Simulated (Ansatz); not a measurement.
Start from BiSb in the CsCl type structure (space group Pm-3m, No. 221; a = 3.894 Å; a hypothetical phase, not in the database extracts checked; relaxed with 0.1 eV smearing). Axes: x, y, z lie along the cube axes.

Calculations: PBE/PAW in Ansatz (a quantum-chemistry and plane-wave program), scalar-relativistic without spin-orbit coupling.

A first run, uniaxial strain ε_xx = −1.14 %, gives secant values C11 ≈ 70 GPa and C12 ≈ 51 GPa from its stress. A second run applies isotropic strain +1.30 %.

Q: What does linear elasticity predict for the bulk modulus −ΔP/(ΔV/V₀) in the second run, and what does the run give?

A: Linear elasticity: (C11 + 2 C12)/3 = 57 GPa. The run gives 50 GPa; any difference comes from nonlinear terms at these strains and numerical noise.

Whether these cells are dynamically stable was not tested. All final runs are without spin polarisation.
